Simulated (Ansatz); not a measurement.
Consider this model of amorphous Al28O45Sb2.

```xyz
75
Lattice="9.4157 -0.0230 0.4290 -0.0230 9.5333 0.0000 0.4290 0.0000 9.4921" Properties=species:S:1:pos:R:3 pbc="T T T"
Al     1.0612     0.9838     5.7912
Al     9.0200     3.3674     7.4937
Al     4.4072     5.1513     8.4617
Al     8.6183     2.5304     4.3019
Al     4.1787     2.3991     6.9081
Al     9.1740     8.0335     6.6886
Al     6.3802     3.0364     8.9691
Al     5.1092     4.8321     1.8615
Al     4.2328     6.5105     4.5210
Al     5.7116     0.1788     0.5024
Al     8.3479     4.1491     1.3904
Al     6.7154     4.8314     4.0662
Al     2.1708     4.9062     6.2118
Al     7.0374     0.9667     6.6423
Al     1.9639     4.8877     2.7010
Al     6.6291     7.6801     8.4732
Al     0.6693     7.9530     3.1195
Al     9.2270     5.3265     5.4887
Al     4.4022     9.3704     5.0706
Al     6.3863     6.5570     6.1596
Al     7.3617     7.0753     1.8852
Al     3.7596     3.4941     4.0090
Al     3.4347     9.1426     2.5499
Al     8.3727     0.3616     1.8226
Al     6.0088     1.6423     3.3742
Al     0.9158     1.8193     8.9024
Al     3.7303     1.2615     9.5756
Al     1.4046     1.7137     2.5458
O      2.7557     5.1157     7.9229
O      8.5158     8.2620     2.6350
O      1.3642     4.8433     4.3878
O      3.2411     1.3630     7.9430
O      5.1023     3.6273     7.8617
O      2.9341     6.5209     5.7627
O      7.6867     6.0267     4.9689
O      3.2962     3.4140     5.7144
O      9.2704     3.2946     9.3932
O      1.7621     1.7277     0.7341
O      9.0522     1.7496     2.6451
O      8.7821     0.1944     6.4244
O      2.6012     3.0503     2.7825
O      3.8982     9.2608     0.8698
O      1.0009     7.9880     7.4829
O      4.9664     1.8479     0.3039
O      0.8426     1.8568     4.3119
O      5.3946     5.3182     5.2500
O      6.3728     7.9505     0.7125
O      5.4593     3.3884     3.3457
O      6.4306     9.4235     8.1903
O      3.8813     5.1941     0.7000
O      3.7222     5.2093     3.2925
O      1.6994     9.4129     2.7435
O      7.4525     2.3850     7.7294
O      6.4578     4.0876     0.8123
O      0.8844     4.4593     1.2849
O      6.2078     5.9994     2.7127
O      6.6259     0.7430     1.9675
O      7.7608     7.1728     7.2459
O      9.3403     0.4043     9.6978
O      4.3743     0.9133     3.5688
O      7.2032     1.4600     4.6740
O      0.4226     5.0375     6.7593
O      5.2132     1.1664     6.1227
O      2.6099     9.4632     5.6966
O      5.3720     7.9564     5.6377
O      8.4050     5.9634     0.9948
O      5.5231     6.4160     7.8788
O      8.4393     3.6371     5.7172
O      8.0160     3.9377     3.1872
O      1.5356     6.6789     2.2461
O      0.9320     2.1466     7.0957
O      0.3770     7.4007     4.7535
O      3.9817     7.9907     3.6511
Sb     1.0484     6.1684     0.2366
Sb     2.8961     8.0040     7.1942
```

Method: PBE, scalar-relativistic without spin-orbit coupling (plane waves to 420 eV, PAW; Ansatz, a first-principles code).

Preparation: random packing, a CHGNet melt and quench, and a DFT relaxation. O atoms were pushed apart under 1.9 Å during the dynamics, to hinder bonds among them. The hot cell started wider than the set density and was brought back towards it in steps. It is the lowest in DFT energy of 2 quenches. It is a model cell: composition and starting density were chosen by hand, and all elements were melted together. No dispersion term was used. Its density started from a set value of 3.36 and ended at 3.36 g/cm³. Cooling (nominally 340 K/ps over its main leg) ran many orders faster than in experiment, which tends to leave more defects and strain. A cell of this size samples the disorder only roughly. The volume was held where the preparation left it and the shape relaxed, at a PBE pressure of 3.5 GPa. Stress components on the final sampling reach 4.1 GPa. Cycles of charging lowered its energy after that relaxation.

Bonds are counted up to Al-Al 2.66 Å, Al-O 2.28 Å, Al-Sb 2.86 Å, O-O 1.58 Å, O-Sb 2.46 Å, Sb-Sb 3.25 Å. Two cations that share two anions don't count as bonded, nor two that share one unless they lie closer than Al-Al 2.59 Å, Al-Sb 2.78 Å, Sb-Sb 2.97 Å.

Question: Give the coordination numbers, mean bond lengths and angles.

Answer: 
```json
{
  "Mean coordination of Al by anions": "4.50 (14 with 4, 14 with 5)",
  "Mean coordination of O": "2.96 (4 with 2, 39 with 3, 2 with 4)",
  "Mean coordination of Sb by anions": "3.50 (1 with 3, 1 with 4)",
  "Mean Al-O bond": "1.834 Å (spread 0.086 Å, 126 counted)",
  "Mean O-Sb bond": "2.111 Å (spread 0.154 Å, 7 counted)",
  "Bond angle at Al": "mean 107.8°, spread 22.3°",
  "Bond angle at O": "mean 115.7°, spread 16.2°",
  "Bond angle at Sb": "mean 97.2°, spread 18.9°"
}
```

Question: List the pairs of like atoms that count as bonded by the rules above.

Answer: There are none by these rules.
